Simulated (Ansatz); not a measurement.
Start from AlRu in the CsCl type structure (space group Pm-3m, No. 221; a = 2.977 Å; relaxed with 0.1 eV smearing). Axes: x, y, z lie along the cube axes.

Method: PBEsol (Ansatz, a first-principles code; PAW; 420 eV plane waves; without spin-orbit coupling).

Perturbation: uniaxial strain ε_zz = −3.00 %, all other strain components held at zero; the atoms relax in the strained cell.

Question: Predict the stress tensor and what it implies for the stiffness.

Answer: Stress of the strained cell less that of the base (GPa, compression positive):
```
    5.2     0.0     0.0
    0.0     5.2     0.0
    0.0     0.0    11.3
```

Then −Δσ_ii/ε with ε = -0.0300 gives secant stiffness values (nonlinear terms included at this strain): C33 ≈ 377 GPa, C13 ≈ 173 GPa and C23 ≈ 173 GPa.

As a check, the harmonic strain energy −½ V₀ Δσ:ε is 14 meV/atom; the computed energy rise is 13 meV/atom.

Stability against distortions was not tested. The final runs are not spin-polarised.
